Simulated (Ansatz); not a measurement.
free sheet of monolayer 1H MoS2: Mo20S40, 3 atomic planes, area 176 Å², cell height 16.1 Å with vacuum; both faces free, started from the relaxed sheet, in-plane cell fixed at 1.000 times the relaxed lattice. These are PBE (plane waves, PAW; Ansatz, a first-principles code) values and carry that method's errors. Mean temperature 1488 K, 9.2 ps sampled after 4.0 ps of Langevin dynamics; k-points: Γ only; no spin polarisation or spin-orbit coupling.

A denser in-plane k-mesh moves the forces of one frame by 0.03 eV/Å rms. Bonds are counted up to Mo-S 2.77 Å; heights count from the centre of mass.

### Question
What happens at the sheet: give the outer plane spacing; normal motion of the outer planes over that of the middle; in-plane diffusion; coordination in the top plane; mean vibrational (phonon) frequency.

### Answer

| Property | Value |
|---|---|
| outer plane spacing | 1.58 Å against 1.56 Å at the start (+1 %) |
| normal motion of the outer planes over that of the middle | 1.0 |
| in-plane diffusion | none seen within 9.2 ps |
| coordination in the top plane | 3-fold 99 % |
| mean vibrational (phonon) frequency | 8.1 THz |
